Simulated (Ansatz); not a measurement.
Amorphous hafnium silicate (Hf$_{10}$Si$_{10}$O$_{40}$), 60 atoms at 5.35 g/cm³, one PBE-relaxed geometry, zone centre. Methods: PBE, scalar-relativistic without spin-orbit coupling (Ansatz, a program for electronic structure); r2SCAN, scalar-relativistic without spin-orbit coupling (Ansatz); HSE06, scalar-relativistic without spin-orbit coupling (Ansatz). Plane waves to 420 eV (r2SCAN 500 eV); exact exchange is cut at the cell's faces. At PBE the levels at the filled edge of the gap are localised (band-tail or defect states). All rungs ran without spin polarisation.

A CHGNet melt-quench gave the starting glass, which DFT then relaxed. O atoms were pushed apart under 1.9 Å during the dynamics, to hinder bonds among them. The hot cell started wider than the set density and was brought back towards it in steps. It is the lowest in DFT energy of 2 quenches. It is a model cell: composition and starting density were chosen by hand, and all elements were melted together. No dispersion term was used. Its density started from a set value of 5.40 and ended at 5.35 g/cm³. The quench (nominally 91 K/ps over its main leg) was far faster than any real one, so the model tends to hold more defects than a real film. One small periodic cell is one sample of the glass; other quenches scatter about these values. The volume was free in the relaxation, at fixed shape. Stress components on the final sampling reach 0.8 GPa.

The relaxation ran on the zone centre alone. At PBE the level gap is 4.33 eV on a 2×2×2 Γ-centred mesh, and the spacing at the zone centre alone 4.38 eV.

What zone-centre spacing does r2SCAN give, roughly?

4.86 eV (+0.48 eV against PBE).

What zone-centre spacing does HSE06 give, roughly?

6.00 eV (+1.62 eV against PBE).

The highest filled and the lowest empty state spread over these numbers of atoms (participation numbers): PBE: 9.2 and 21.3; r2SCAN: 8.8 and 19.7; HSE06: 10.5 and 22.4.
